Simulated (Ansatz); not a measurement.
Start from GaP in the zinc blende structure (space group F-43m, No. 216; a = 5.3914 Å). Axes: x, y, z lie along the cube axes.

All numbers come from Ansatz (a quantum-chemistry and plane-wave program), LDA, PAW, cutoff 420 eV, without spin-orbit coupling.

Strains are applied to the cell and any free atomic positions relax.

One change was made to it. Results:

The valence-band top at Γ (three highest levels, from the VBM) goes from 0.00, 0.00, 0.00 eV to 0.00, -0.06, -0.06 eV; the pressure (mean of the normal stresses, compression positive) goes up by 0.923 GPa, from -0.01 GPa to 0.92 GPa; the smallest direct gap goes up by 0.045 eV to 1.93 eV.

Task: Which of these changes matches the shifts?
(A) uniaxial strain ε_zz = −2.00 %
(B) uniaxial strain ε_zz = +1.00 %
(C) uniaxial strain ε_zz = −0.50 %
(D) uniaxial strain ε_zz = −1.00 %

Result: D, uniaxial strain ε_zz = −1.00 %. For comparison, the valence-band top at Γ in the other runs: uniaxial strain ε_zz = −0.50 % gives 0.00, -0.03, -0.03 eV; uniaxial strain ε_zz = +1.00 % gives 0.00, 0.00, -0.06 eV; uniaxial strain ε_zz = −2.00 % gives 0.00, -0.12, -0.12 eV.

No phonon test of stability was made.
